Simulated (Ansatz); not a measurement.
The reference is ZnCu2SnS4 (space group I-4, No. 82; a = 5.374 Å, c = 10.755 Å).

All numbers come from DFT with PBEsol, PAW potentials and a 420 eV plane-wave cutoff in Ansatz (a program for electronic structure), spin-orbit coupling left out.

Base values:

The pressure is 0.0 GPa.

It is then changed as follows: an isotropic linear strain of +0.75 %; the atoms relax in the strained cell.

How does this affect the pressure and energy relative to the base?

The pressure (mean of the normal stresses, compression positive) goes from zero to -1.7 GPa; the energy grows by 2.4 meV/atom.

Stability against distortions was not tested. All final runs are without spin polarisation. Gaps under 0.05 eV, about the width of the smearing, are given as zero.
